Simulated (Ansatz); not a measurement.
## PBE-D3(BJ) against PBEsol-D3(BJ): BN

The reference is BN in the h-BN type structure (space group P6_3/mmc, No. 194; a = 2.5058 Å, c = 6.6162 Å; layered, stacked along the Cartesian z axis).

(Cell as relaxed with PBE-D3(BJ).)

Levels (all Ansatz, an electronic-structure program, PAW, earlier PAW set): PBE-D3(BJ) (420 eV, spin-orbit coupling left out); PBEsol-D3(BJ) (420 eV, spin-orbit coupling left out).

Each level relaxes its own structure.

```tsv
quantity	PBE-D3(BJ)	PBEsol-D3(BJ)
volume per atom	8.99 Å³	8.68 Å³
lattice parameter a	2.506 Å	2.500 Å
lattice parameter c	6.616 Å	6.413 Å
band gap	4.24 eV	4.08 eV
gap character	indirect, k = (0.267, 1/3, 0) in the run's primitive reciprocal basis → M	indirect, k = (0.267, 1/3, 0) in the run's primitive reciprocal basis → M
```

PBE-D3(BJ)'s volume per atom lies 0.318 Å³ above PBEsol-D3(BJ)'s (3.7 %); PBE-D3(BJ)'s lattice parameter a lies 0.006 Å above PBEsol-D3(BJ)'s (0.2 %); PBE-D3(BJ)'s lattice parameter c lies 0.203 Å above PBEsol-D3(BJ)'s (3.2 %); PBE-D3(BJ)'s band gap lies 0.16 eV above PBEsol-D3(BJ)'s; the two agree on the gap character. Neither level is exact; PBEsol-D3(BJ) is the comparison here, not a measurement.

Stability against distortions was not tested.
